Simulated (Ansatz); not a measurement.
System: ZnSnN₂ (Pna2₁, No. 33, 16 atoms in the cell; start mp-1029469). Method: r²SCAN in Ansatz (PAW).

Settings: plane-wave cutoff 560 eV, 6×6×6 k mesh, Fermi–Dirac smearing 0.01 eV, scalar-relativistic PAW data made under PBE.

Cell (relaxed with PBEsol):

Space group Pna2₁ (No. 33); a = 5.8333 Å, b = 6.7124 Å, c = 5.4660 Å, α = 90.00°, β = 90.00°, γ = 90.00°

```tsv
atom	site	symmetry	x	y	z
Zn	4a	1	0.4170	0.1251	0.4991
Sn	4a	1	0.0884	0.1249	0.9993
N	4a	1	0.0834	0.1269	0.3794
N	4a	1	0.0788	0.6230	0.3722
```

Question: What does this level give for the band gap?

Answer: 
- band gap = 0.51 eV

Note: cell and atoms aren't relaxed at this level (largest force component 0.13 eV/Å, pressure 0.8 GPa).

Spin–orbit coupling is not included.

Computed values are for the static lattice.

Computing time: around 2.4 core-minutes (rough).

A start named mp-… is a Materials Project structure, which need not be a measured phase.

Ansatz is a quantum-chemistry and plane-wave program.
